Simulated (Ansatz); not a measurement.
Take TlInTe2 (space group I4/mcm, No. 140; a = 8.403 Å, c = 7.133 Å) as the base.

Method: PBEsol, PAW, 420 eV (Ansatz, a first-principles code; scalar-relativistic without spin-orbit coupling).

Carriers are added at fixed cell with a uniform background; the Fermi–Dirac width is that of 300 K.

One change was made to it. Results:

| quantity | base | after |
|---|---|---|
| Fermi level relative to the doped band's edge (positive inside the band; to 0.05 eV) | – | +0.55 eV |
| largest internal atomic displacement | – | 0.047 Å |
| gap between the host's bands | 0.27 eV | 0.16 eV |

### Question
Which of these changes matches the shifts?
(A) electrons 7.0×10^21 cm⁻³
(B) electrons 3.0×10^21 cm⁻³
(C) holes 7.0×10^21 cm⁻³

### Answer
B, electrons 3.0×10^21 cm⁻³. For comparison, the Fermi level from band edge in the other runs: holes 7.0×10^21 cm⁻³ gives +0.95 eV; electrons 7.0×10^21 cm⁻³ gives +0.85 eV.

Charged cell with a jellium background: band edges are those of the host's band count, energies are not comparable with the neutral cell, and many-body gap narrowing is missing. Spin-orbit coupling, missing from the scalar runs, can matter with Te and Tl. No phonon test of stability was made. All final runs are without spin polarisation. A zero or small gap of TlInTe2 can be the functional's error rather than a property of the material.
